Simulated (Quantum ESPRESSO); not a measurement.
A self-consistent single point of AlFe (Pm-3m, 2 atoms in the cell) with Quantum ESPRESSO.

Method: PBE, SSSP 1.1.2 efficiency (PBE) pseudopotentials (plane waves; Quantum ESPRESSO).

```xyz
2
Lattice="2.8299 0.0000 0.0000 0.0000 2.8299 0.0000 0.0000 0.0000 2.8299" Properties=species:S:1:pos:R:3 pbc="T T T"
Al     0.0000     0.0000     0.0000
Fe     1.4149     1.4149     1.4149
```
Moments meant for the start (each program seeds them in its own way; μB, in the order of the atoms Al Fe): 0.0 4.0.

Reference input (self-consistent single point, DFT, PBE, plane waves, GBRV 1.5 ultrasoft (PBE) pseudopotentials): ecutwfc = 50 Ry; ecutrho = 400 Ry; occupations = smearing; smearing = cold; degauss = 0.019992 Ry; nspin = 2; potentials = {Al: al_pbe_v1.uspp.F.UPF, Fe: fe_pbe_v1.5.uspp.F.UPF}; K_POINTS = automatic 12 12 12 0 0 0; conv_thr = 1e-11 Ry; mixing_beta = 0.2. This run's input differs from it in these lines:

```diff
@@ -12,4 +12,4 @@
     ntyp = 2
-    ecutwfc = 50
-    ecutrho = 400
+    ecutwfc = 75
+    ecutrho = 825
     occupations = 'smearing'
@@ -25,4 +25,4 @@
 ATOMIC_SPECIES
-Al    26.9815  al_pbe_v1.uspp.F.UPF
-Fe    55.8450  fe_pbe_v1.5.uspp.F.UPF
+Al    26.9815  Al.pbe-n-kjpaw_psl.1.0.0.UPF
+Fe    55.8450  Fe.pbe-spn-kjpaw_psl.0.2.1.UPF
 ATOMIC_POSITIONS {bohr}
```

Log, with long lists cut:

```
     Self-consistent Calculation

     iteration #  1     ecut=    75.00 Ry     beta= 0.20

     Threshold (ethr) on eigenvalues was too large:
     Diagonalizing with lowered threshold

     total energy              =    -368.74809157 Ry
     estimated scf accuracy    <       0.09470510 Ry

     total magnetization       =     2.17 Bohr mag/cell
     absolute magnetization    =     2.39 Bohr mag/cell

     iteration #  2     ecut=    75.00 Ry     beta= 0.20

     negative rho (up, down):  0.000E+00 1.276E-05

     total energy              =    -368.77653113 Ry
     estimated scf accuracy    <       0.06516447 Ry

   [... lines left out ...]
     absolute magnetization    =     2.10 Bohr mag/cell

   [... 21 blocks of this kind left out ...]

     iteration # 25     ecut=    75.00 Ry     beta= 0.20

     total energy              =    -368.81605039 Ry
     estimated scf accuracy    <          5.9E-11 Ry

     total magnetization       =     0.71 Bohr mag/cell
     absolute magnetization    =     0.80 Bohr mag/cell

     iteration # 26     ecut=    75.00 Ry     beta= 0.20

     Magnetic moment per site  (integrated on atomic sphere of radius R)
     atom   1 (R=0.357)  charge=  1.2893  magn= -0.0248
     atom   2 (R=0.357)  charge= 14.5471  magn=  0.7330
     End of self-consistent calculation

     Number of k-points >= 100: set verbosity='high' to print the bands.

     the Fermi energy is    14.6817 ev

!    total energy              =    -368.81605046 Ry
     estimated scf accuracy    <          4.5E-12 Ry
     smearing contrib. (-TS)   =       0.00175049 Ry
     internal energy E=F+TS    =    -368.81780095 Ry

     total magnetization       =     0.71 Bohr mag/cell
     absolute magnetization    =     0.80 Bohr mag/cell

     convergence has been achieved in  26 iterations

     Forces acting on atoms (cartesian axes, Ry/au):

     atom    1 type  1   force =     0.00000000    0.00000000    0.00000000
     atom    2 type  2   force =     0.00000000    0.00000000    0.00000000

     Total force =     0.000000     Total SCF correction =     0.000000

          total   stress  (Ry/bohr**3)                   (kbar)     P=       82.01
   0.00055748   0.00000000   0.00000000           82.01        0.00        0.00
   0.00000000   0.00055748   0.00000000            0.00       82.01        0.00
   0.00000000   0.00000000   0.00055748            0.00        0.00       82.01

   JOB DONE.
```

The run converged in 26 iterations. Against the reference run the pressure goes from 9.21 to 8.20 GPa and the size of the net moment moves little (0.36 to 0.35 μB/atom).

The starting cell comes from a database of computed structures (which also holds hypothetical and non-ambient phases and stackings), without a prior relaxation at this level. Its lattice was rescaled by a random factor within 2.5 % of one. The moments shrank to a small part of their start, a low-spin state that need not be the lowest. With a pressure of about 8 GPa the cell is away from its equilibrium volume at this level.

Cost on one core of a shared machine: roughly 2 min.
